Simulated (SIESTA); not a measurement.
## A short convergence ladder for Cl (Cm, 4 atoms in the cell)

```
Cl
1.0
    2.24672    -3.12936     0.00000
    2.24672     3.12936     0.00000
    0.00000     0.00000     8.28478
Cl
4
Direct
  0.87700   0.87700   0.90304
  0.62300   0.62300   0.39700
  0.37700   0.37700   0.60300
  0.12300   0.12300   0.10300
```

Base method: GGA PBEsol, numerical atomic orbitals DZP, PseudoDojo PBEsol standard norm-conserving potentials (rewritten from UPF to PSML) (SIESTA).

Base settings: XC.functional = GGA; XC.authors = PBEsol; potentials = PseudoDojo PBEsol standard; PAO.BasisSize = DZP; PAO.EnergyShift = 0.005 Ry; MeshCutoff = 300 Ry; kgrid.MonkhorstPack = 7 7 3; OccupationFunction = FD; ElectronicTemperature = 10 meV; MaxSCFIterations = 150.

**The width of Fermi-Dirac smearing**

The mesh stays at the base's, so the ladder's end is converged at best in this setting alone.

Only quantities that move along the ladder and can be compared are tabulated.

| ElectronicTemperature | free energy less the last step's (meV/atom) | pressure (GPa) | largest difference of a force vector from the last step's (eV/Å) | gap on the mesh (eV) |
|---|---|---|---|---|
| 1000 meV | -562.92 | 4.63 | 3.054 | 2.667 |
| 500 meV | -70.39 | 0.09 | 0.872 | 2.485 |
| 200 meV | -0.46 | -1.43 | 0.020 | 2.411 |
| 100 meV | 0.00 | -1.45 | 0.000 | 2.408 |
| 20 meV | 0.00 | -1.45 | 0.000 | 2.408 |

Widest ElectronicTemperature that holds the forces within 0.005 eV/Å of the last step, with all finer ones: 100 meV; the step before is off by 0.020 eV/Å.

Widest ElectronicTemperature that holds the pressure within 0.1 GPa of the last step, with all finer ones: 200 meV; the step before is off by 1.5 GPa.

Widest ElectronicTemperature that holds the free energy within 2 meV/atom of the last step, with all finer ones: 200 meV; the step before is off by 70 meV/atom.

On the base run: the starting cell has typed, rounded lattice constants, without a prior relaxation at this level. Its lattice was rescaled by up to half a per cent. One atom was moved a little off its site on purpose. Values carry the incompleteness of an atom-centred basis. In the base run, forces exceed 1 eV/Å.
